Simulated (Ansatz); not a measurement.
Consider the energy change on adding ZrO to slab B from Zr (hcp) and O2 (gas). Reaction: cell B + Zr (hcp) + 1/2 O2 (gas) → cell A. A negative value means that the right-hand side lies lower.

Cell A: a slab of W (bcc, Im-3m) cut along (100), 32 atoms, square cell of 6.37 Å (40.5 Å²), symmetry P4mm within 0.02 Å, 11.6 Å thick under 17 Å of vacuum, in-plane vectors held at the crystal's; planes from bottom to top: W4 × 6 | W4O2 | Zr2, its two faces unlike (dipole correction applied); added, foreign or displaced atoms, above the top plane and within the planes: two times ZrO bound through O to 5 W at 2.00–2.25 Å; against B it holds ZrO more, on a cell with four atoms a plane; spin state with PBE: run without spin, k-point mesh 6×6×1.
```xyz
32
Lattice="6.3674 0.0000 0.0000 0.0000 6.3674 0.0000 0.0000 0.0000 28.5185" Properties=species:S:1:pos:R:3 pbc="T T T"
W      0.0000     0.0000     8.2165
W      3.1837     0.0000     8.2165
W      0.0000     3.1837     8.2165
W      3.1837     3.1837     8.2165
W      1.5919     1.5919     9.6162
W      4.7756     1.5919     9.6247
W      1.5919     4.7756     9.6247
W      4.7756     4.7756     9.6162
W      0.0000     0.0000    11.2515
W      3.1837     0.0000    11.2515
W      0.0000     3.1837    11.2515
W      3.1837     3.1837    11.2515
W      1.5919     1.5919    12.8016
W      4.7756     1.5919    12.8445
W      1.5919     4.7756    12.8445
W      4.7756     4.7756    12.8016
W      0.0000     0.0000    14.4171
W      3.1837     0.0000    14.4171
W      0.0000     3.1837    14.4171
W      3.1837     3.1837    14.4171
W      1.5919     1.5919    15.8519
W      4.7756     1.5919    16.1340
W      1.5919     4.7756    16.1340
W      4.7756     4.7756    15.8519
W      0.0000     0.0000    17.7419
W      3.1837     0.0000    17.7419
W      0.0000     3.1837    17.7419
W      3.1837     3.1837    17.7419
O      1.5919     1.5919    17.8566
Zr     1.5919     1.5919    19.8493
O      4.7756     4.7756    17.8566
Zr     4.7756     4.7756    19.8493
```

Cell B: a slab of W (bcc, Im-3m) cut along (100), 30 atoms, square cell of 6.37 Å (40.5 Å²), symmetry P4mm within 0.02 Å, 11.5 Å thick under 17 Å of vacuum, in-plane vectors held at the crystal's; planes from bottom to top: W4 × 6 | W4O | Zr, its two faces unlike (dipole correction applied); added, foreign or displaced atoms, above the top plane and within the planes: ZrO bound through O to 5 W at 1.95–2.52 Å; spin state with PBE: run without spin, k-point mesh 6×6×1.
```xyz
30
Lattice="6.3674 0.0000 0.0000 0.0000 6.3674 0.0000 0.0000 0.0000 28.5185" Properties=species:S:1:pos:R:3 pbc="T T T"
W      0.0004     0.0004     8.1922
W      3.1833     0.0004     8.1922
W      0.0004     3.1833     8.1922
W      3.1833     3.1833     8.1922
W      1.5919     1.5919     9.5950
W      4.7756     1.5919     9.5990
W      1.5919     4.7756     9.5990
W      4.7756     4.7756     9.5904
W     -0.0012    -0.0012    11.2340
W      3.1849    -0.0012    11.2340
W     -0.0012     3.1849    11.2340
W      3.1849     3.1849    11.2340
W      1.5919     1.5919    12.7821
W      4.7756     1.5919    12.8100
W      1.5919     4.7756    12.8100
W      4.7756     4.7756    12.7821
W      0.0003     0.0003    14.4059
W      3.1834     0.0003    14.4059
W      0.0003     3.1834    14.4059
W      3.1834     3.1834    14.4059
W      1.5919     1.5919    15.8441
W      4.7756     1.5919    16.0423
W      1.5919     4.7756    16.0423
W      4.7756     4.7756    15.9329
W     -0.1837    -0.1837    17.6194
W      3.3674    -0.1837    17.6194
W     -0.1837     3.3674    17.6194
W      3.3674     3.3674    17.6194
O      1.5919     1.5919    17.7938
Zr     1.5919     1.5919    19.6615
```

Reference: Zr (hcp, P6₃/mmc), 2 atoms in the cell, k-point mesh 24×24×12 on the run's own vectors. Conventional cell: a = b = 3.231 Å, c = 5.178 Å, α = β = 90.00°, γ = 120.00°.

Reference: an isolated O2 molecule (triplet) in a box of 11 × 11 × 13 Å.

All numbers come from Ansatz (a first-principles code), plane waves with PAW, its default PAW set, cutoff 420 eV, 500 eV for r2SCAN. The structures are at rest with PBE, within the held lattices; other levels are single points on them. Neutral cells; Fermi-Dirac smearing of at most 0.10 eV in the solids, energies taken to zero width. The lattices are those relaxed with PBE, so at other levels the solids can be strained, which adds to the spread. Larger cells are relaxed on a coarser mesh till forces fall under 0.03 eV/Å, which some starts already meet. A dispersion term (D3(BJ), or D4 for r2SCAN) was computed beside these levels and is taken off wherever the name lacks it. Nuclei at rest; no vibrational terms. The structures are the rest points that the relaxations reached, not proven lowest. Spin-orbit coupling is left out. No Hubbard U is applied. Values are for these cell sizes. Cell A has symmetry P4mm within 0.02 Å and got no random move, so less symmetric positions, which may lie lower, weren't tried. Cell B has symmetry P4mm within 0.02 Å and got no random move, so less symmetric positions, which may lie lower, weren't tried.

### Question
What value does r2SCAN give?

### Answer
-1.50 eV, for cell B + Zr (hcp) + 1/2 O2 (gas) → cell A.

### Question
List the value at the remaining levels and say how far they part.

### Answer
| Level | value (eV) | less r2SCAN |
|---|---|---|
| PBE | -1.11 | 0.39 |

The levels shown span 0.39 eV, from r2SCAN (-1.50) to PBE (-1.11).
